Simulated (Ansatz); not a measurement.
Consider AlNi in the CsCl type structure (space group Pm-3m, No. 221; a = 2.893 Å; non-magnetic).

Method: PBE in Ansatz (plane waves to 420 eV, PAW, no spin-orbit coupling).

Base values:

```
Item       Result
--------  -------
Pressure  0.0 GPa
```

Perturbation: an isotropic linear strain of −2.54 %; the atoms relax in the strained cell.

What does the calculation give for the pressure and energy relative to the base after the change?

The pressure goes from zero to 14.5 GPa; the energy increases by 38 meV/atom.

No phonon test of stability was made. Seeded moments were not kept for the base. All final runs are without spin polarisation.

Ansatz is a quantum-chemistry and plane-wave program.
